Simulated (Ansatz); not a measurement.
N on the 1x1 (0001) surface of hcp Co, ferromagnetic, one in a 3x3 cell, energies for each (48.4 Å²). Energies are against ½ N2(g), without zero-point or thermal terms; each row is named by its start.

Calculation: PBE (plane waves to 420 eV, PAW; Ansatz, a first-principles code).

**Question.** Which site binds most strongly?
(A) top Co
(B) hollow Co-Co-Co
(C) hollow Co-Co-Co over Co at depth 2.0 Å

**Answer.** C, hollow Co-Co-Co over Co at depth 2.0 Å. Adsorption energies: hollow Co-Co-Co over Co at depth 2.0 Å -0.36 eV; hollow Co-Co-Co -0.13 eV; top Co 1.83 eV.
